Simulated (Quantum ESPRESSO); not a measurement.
## Pressure against volume in rock-salt MgSe (space group 225) (Quantum ESPRESSO, PBE)

```yaml
crystal:
  lattice:
    - [0.00000, 2.68146, 2.68146]
    - [2.68146, 0.00000, 2.68146]
    - [2.68146, 2.68146, 0.00000]
  atoms:
    - { symbol: Mg, position: [0.00000, 0.00000, 0.00000] }
    - { symbol: Se, position: [0.50000, 0.50000, 0.50000] }
```

Level of theory: PBE, GBRV 1.5 ultrasoft (PBE) pseudopotentials (plane waves; Quantum ESPRESSO 7.5). Settings: ecutwfc = 52 Ry; ecutrho = 260 Ry; occupations = smearing; smearing = fermi-dirac; degauss = 0.000734986 Ry; potentials = {Mg: mg_pbe_v1.4.uspp.F.UPF, Se: se_pbe_v1.uspp.F.UPF}; K_POINTS = automatic 10 10 10 0 0 0; conv_thr = 1e-10 Ry. The cell above is the first row's. The rows scale it uniformly. In all rows fractional positions and the k mesh are held.

```csv
V (Å^3/atom),P (GPa)
19.280,?
19.699,4.03
20.119,2.48
20.538,1.08
20.957,-0.19
21.376,-1.33
21.795,-2.36
22.214,-3.29
22.633,-4.13
```

Fit P against V with a cubic, and predict the withheld value at V = 19.280.

With u = V - 21.2, the rows have u = -1.5010, -1.0810, -0.6620, -0.2430, 0.1760, 0.5950, 1.0140, 1.4330. Least squares gives P = -0.865 - 2.7036·u + 0.3332·u² - 0.02550·u³. Residuals (row less fit): 0.000, 0.001, 0.002, -0.002, 0.001, 0.001, 0.000, 0.000; standard error 0.002 (degrees of freedom: 4). The fitted pressure is zero at V0 = 20.89, where dP/dV = -2.916, so B0 = -V0·dP/dV = 60.9 GPa. At the withheld row, u = -1.9200, so P = -0.865 - 2.7036 × (-1.9200) + 0.3332 × (-1.9200)² - 0.02550 × (-1.9200)³ = 5.735 GPa. The calculation gives 5.76 GPa, 0.025 GPa above the prediction (0.3 % of the range of P in the table). The row lies outside the fitted rows, so this is an extrapolation.

Carrying the step between the two nearest rows on in a straight line would have given 5.58, off by 0.18; series whose last step already gives the withheld value aren't shown. The scan was laid around a cell of about the measured size, scaled by a guess for this functional. This is one of several polymorphs. The runs keep the symmetry of the cell, so they don't test it for distortions. Cutoffs and mesh are single choices, not tested for convergence of this quantity. Series with a scatter that would blur these digits, or in which a gap closes, are not shown.
